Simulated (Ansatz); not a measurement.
Structures of equal composition on the (0001) surface of hcp Ti: a layer of Re in place of the second plane; a layer of Re in place of the third plane. The slabs share one bottom face, and each structure is named by its start. These are constructed structures in small cells; real faces may alloy, dewet or reconstruct in larger ones, and not all known structures of the face are among them. Slabs of about 12 Å with all that they carry, Fermi-Dirac smearing of 0.1 eV. Bottom of the slabs: a bare face, its two planes held. Relaxed from the named starts with such symmetry as they have, on meshes of like density; energies extrapolated to zero smearing; no spin-orbit coupling, no U. Spin-polarised runs, if any, are marked in brackets, and their order is one that fits the cell; the others ran without spin.

These are PBE (plane waves to 420 eV, PAW; Ansatz, a first-principles code) values and carry that method's errors.

**Question.** Rank these by energy per 1x1 cell (lowest first), as PBE gives it.

**Answer.** a layer of Re in place of the second plane (0.000 eV), a layer of Re in place of the third plane (0.086 eV)
